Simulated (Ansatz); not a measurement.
Take CdGeAs2 in the chalcopyrite structure (space group I-42d, No. 122; a = 5.9420 Å, c = 11.3119 Å) as the base. Axes: x, y, z lie along a, b, c of the conventional cell.

Method: Ansatz (a first-principles code), PBEsol, PAW, cutoff 420 eV, no spin-orbit coupling.

Before the change:

Shortest interatomic distance: 4.625 bohr
Pressure: 0.00 GPa

It is then changed as follows: uniaxial strain ε_zz = −3.00 %, all other strain components held at zero; the atoms relax in the strained cell.

**Question.** What happens to the shortest interatomic distance, energy relative to the base and pressure?

**Answer.** The shortest interatomic distance decreases by 0.048 bohr to 4.577 bohr; the energy rises by 5.8 meV/atom; the pressure (mean of the normal stresses, compression positive) goes from zero to 1.91 GPa.

No phonon test of stability was made.
